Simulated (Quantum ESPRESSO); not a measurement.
A self-consistent single point of Cu8O7 (C2, 15 atoms in the cell) with Quantum ESPRESSO.

Computed with LDA (PZ), PSlibrary ultrasoft (LDA) pseudopotentials (plane waves; Quantum ESPRESSO).

```
CELL_PARAMETERS angstrom
      4.07482    -4.07180     0.00000
      4.07482     4.07180     0.00000
     -3.86808     0.00000     4.97724
ATOMIC_POSITIONS crystal
  Cu 0.00287 0.00781 0.25877
  Cu 0.99219 0.99713 0.74123
  Cu 0.49356 0.99792 0.23546
  Cu 0.00208 0.50644 0.76454
  Cu 0.50047 0.51055 0.77302
  Cu 0.48945 0.49953 0.22698
  Cu 0.00296 0.49936 0.25868
  Cu 0.50064 0.99704 0.74132
  O  0.36655 0.13077 0.99118
  O  0.86923 0.63345 0.00882
  O  0.87010 0.12990 0.00000
  O  0.62061 0.37939 0.50000
  O  0.14009 0.38469 0.53070
  O  0.61531 0.85991 0.46930
  O  0.13188 0.86812 0.50000
```

Reference input (self-consistent single point, DFT, LDA (PZ), plane waves, PSlibrary ultrasoft (LDA) pseudopotentials): ecutwfc = 55 Ry; ecutrho = 385 Ry; occupations = smearing; smearing = gauss; degauss = 0.019992 Ry; potentials = {Cu: Cu.pz-dn-rrkjus_psl.1.0.0.UPF, O: O.pz-n-rrkjus_psl.1.0.0.UPF}; K_POINTS = automatic 4 4 4 0 0 0; conv_thr = 1e-09 Ry. This run's input differs from it in these lines:

```diff
@@ -12,4 +12,4 @@
  ntyp = 2
- ecutwfc = 55
- ecutrho = 385
+ ecutwfc = 50
+ ecutrho = 350
  occupations = 'smearing'
```

Log, with long lists cut:

```
     Self-consistent Calculation

     iteration #  1     ecut=    50.00 Ry     beta= 0.70

     total energy              =   -1202.70490548 Ry
     estimated scf accuracy    <       3.68747447 Ry

     iteration #  2     ecut=    50.00 Ry     beta= 0.70

     total energy              =   -1202.15312170 Ry
     estimated scf accuracy    <      21.51787912 Ry

     iteration #  3     ecut=    50.00 Ry     beta= 0.70

     total energy              =   -1204.59742824 Ry
     estimated scf accuracy    <       4.28578268 Ry

   [... 21 blocks of this kind left out ...]

     iteration # 25     ecut=    50.00 Ry     beta= 0.70

     total energy              =   -1205.12783012 Ry
     estimated scf accuracy    <          9.8E-09 Ry

     iteration # 26     ecut=    50.00 Ry     beta= 0.70
     End of self-consistent calculation

     the Fermi energy is     8.7985 ev

!    total energy              =   -1205.12783012 Ry
     estimated scf accuracy    <          4.3E-10 Ry
     smearing contrib. (-TS)   =      -0.02754199 Ry
     internal energy E=F+TS    =   -1205.10028813 Ry

     convergence has been achieved in  26 iterations

     Forces acting on atoms (cartesian axes, Ry/au):

     atom    1 type  1   force =     0.00111295    0.00120312    0.00038135
     atom    2 type  1   force =    -0.00111295    0.00120312   -0.00038135
     atom    3 type  1   force =     0.00237253    0.00213936    0.00154170
     atom    4 type  1   force =    -0.00237253    0.00213936   -0.00154170
     atom    5 type  1   force =     0.00283978   -0.00322989   -0.00282711
   [... lines left out ...]

     Total force =     0.010474     Total SCF correction =     0.000015

          total   stress  (Ry/bohr**3)                   (kbar)     P=      -49.40
  -0.00032119   0.00000000  -0.00001844          -47.25        0.00       -2.71
   0.00000000  -0.00031986   0.00000000            0.00      -47.05        0.00
  -0.00001844   0.00000000  -0.00036649           -2.71        0.00      -53.91

   JOB DONE.
```

The run converged in 26 iterations. Against the reference run the free energy rises by 6.9 meV/atom, the pressure goes from -4.57 to -4.94 GPa and the largest force hardly changes (0.133 to 0.132 eV/Å).

The starting cell comes from a database of computed structures (which also holds hypothetical and non-ambient phases and stackings), without a prior relaxation at this level. Its lattice was rescaled by a random factor within 2.5 % of one. Spin polarisation is off, so a magnetic state, if there is one, cannot be reached. The run gives no clean gap (levels at the Fermi energy touch, overlap or are partly filled at this smearing), which alone does not show that the compound is a metal.

Cost on one core of a shared machine: roughly 10 min.
